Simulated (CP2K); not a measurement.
Band structure of Ga (Cmce, 4 atoms in the cell).

```
CELL_PARAMETERS angstrom
      4.35146     0.00000     0.00000
     -2.14199     3.78775     0.00000
      0.00000     0.00000     4.50721
ATOMIC_POSITIONS crystal
  Ga 0.65570 0.34430 0.41540
  Ga 0.34430 0.65570 0.58460
  Ga 0.84430 0.15570 0.91540
  Ga 0.15570 0.84430 0.08460
```

Method of the run: PBE, GPW, DZVP-MOLOPT-SR-GTH basis, GTH-PBE potentials (GTH_POTENTIALS) (CP2K 2026.2).

Settings: CUTOFF = 600 Ry; REL_CUTOFF = 60 Ry; SMEAR/METHOD = GAUSSIAN; SIGMA = 0.272 eV; KPOINTS/SCHEME = MONKHORST-PACK 7 7 6; GAMMA_CENTERED = T; XC_FUNCTIONAL = PBE; Ga/BASIS_SET = DZVP-MOLOPT-SR-GTH-q13; Ga/POTENTIAL = GTH-PBE-q13; METHOD = GPW; EPS_DEFAULT = 1e-10; EXTRAPOLATION = USE_GUESS; NGRIDS = 5; SCF_GUESS = ATOMIC.

The starting cell comes from a database of computed structures (which also holds hypothetical and non-ambient phases and stackings), without a prior relaxation at this level. Its lattice was rescaled by a random factor within 2.5 % of one. Values carry the incompleteness of an atom-centred basis.

Levels in eV from the Fermi level, bands 23 to 28:
```csv
point,23,24,25,26,27,28
Γ,-4.14,-1.83,-1.44,-0.89,0.95,1.06
X,-6.79,-1.37,-1.35,-0.27,-0.20,0.83
S,-3.57,-3.57,-1.69,-1.69,0.59,0.59
R,-6.60,-6.60,-1.72,-1.72,0.52,0.52
A,-6.28,-6.28,-3.95,-3.95,4.52,4.52
Z,-0.07,-0.07,0.02,0.02,0.18,0.18
Y,-4.03,-3.49,-2.01,-1.86,0.96,0.99
X1,-6.79,-1.37,-1.35,-0.27,-0.20,0.83
A1,-6.28,-6.28,-3.95,-3.95,4.52,4.52
T,-5.62,-5.62,-1.41,-1.41,-0.85,-0.85
```

Bands cross the Fermi level along this path, so the cell is metallic at this level.

Higher empty bands are left out: an atom-centred basis made for the valence describes them poorly.
